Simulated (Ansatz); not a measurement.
**BaHfO3: response to strain**

Take BaHfO3 in the cubic perovskite structure (space group Pm-3m, No. 221) as the base.

```yaml
crystal:
  lattice:
    - [4.15753, 0.00000, 0.00000]
    - [0.00000, 4.15753, 0.00000]
    - [0.00000, 0.00000, 4.15753]
  atoms:
    - { symbol: Ba, position: [0.00000, 0.00000, 0.00000] }
    - { symbol: Hf, position: [0.50000, 0.50000, 0.50000] }
    - { symbol: O, position: [0.50000, 0.00000, 0.50000] }
    - { symbol: O, position: [0.00000, 0.50000, 0.50000] }
    - { symbol: O, position: [0.50000, 0.50000, 0.00000] }
```

Cartesian axes are those of the cell as printed.

Strains are applied to the cell and any free atomic positions relax; under biaxial strain the out-of-plane vector relaxes too.

The values are results of Kohn–Sham DFT with the PBEsol functional, run in Ansatz (a first-principles code) with PAW and 420 eV plane waves, no spin-orbit coupling, not measurements.

Notes on the quantities. energy relative to the base: free energy F.

| biaxial strain, plane normal [111], relaxed out of plane (%) | energy relative to the base (meV/atom) |
|---|---|
| 0 | 0.0 |
| 0.5 | 0.7 |
| 1 | 2.8 |
| 1.5 | 6.3 |
| 2 | ? |
| 2.5 | 17.3 |

### Question
Fit ΔE = Aε² + Bε³ (ε in %) to the rows shown and predict the withheld row.

### Answer
Least squares on the printed values gives A = 2.84 and B = -0.028 meV/atom (largest residual 0.0 meV/atom); this predicts 11.1 meV/atom, and the run gives 11.2 meV/atom, in agreement.

Whether these cells are dynamically stable was not tested.
